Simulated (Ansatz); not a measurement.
Phonon-limited transport in metals: Ta (Im-3m) under several functionals (Ansatz, a quantum-chemistry and plane-wave program, without spin-orbit coupling). The PBE cell:

```
CELL_PARAMETERS angstrom
     -1.65923     1.65923     1.65923
      1.65923    -1.65923     1.65923
      1.65923     1.65923    -1.65923
ATOMIC_POSITIONS crystal
  Ta 0.00000 0.00000 0.00000
```

```json
[
 {"Functional": "LDA", "cell relaxed with": "LDA", "volume (Å³/atom)": "17.25", "resistivity at 300 K": "12.1 μΩ·cm", "mean free path at 300 K": "3.7 nm", "electron-phonon coupling λ": "0.97", "logarithmic mean phonon energy": "12.6 meV"},
 {"Functional": "PBE", "cell relaxed with": "PBE", "volume (Å³/atom)": "18.27", "resistivity at 300 K": "13.6 μΩ·cm", "mean free path at 300 K": "3.5 nm", "electron-phonon coupling λ": "0.94", "logarithmic mean phonon energy": "12.2 meV"},
 {"Functional": "PBEsol", "cell relaxed with": "PBEsol", "volume (Å³/atom)": "17.68", "resistivity at 300 K": "12.6 μΩ·cm", "mean free path at 300 K": "3.7 nm", "electron-phonon coupling λ": "0.94", "logarithmic mean phonon energy": "12.6 meV"}
]
```

For the resistivity at 300 K, PBE gives 13.6 μΩ·cm and PBEsol 12.6 μΩ·cm: PBE lies 8 % above.

The PBE and PBEsol rows stand on cells whose volumes differ by 3.3 %, so the difference holds the effect of the cell as well as that of the functional.

Metals; harmonic phonons alone scatter; means over directions. The mean free path is weighted by the current that each state carries. Halving the electron mesh moves these values by up to 4 %; q meshes are mostly untested. Some of the runs warned that the eigensolver left states short of its tolerance. Spin-orbit coupling is left out.
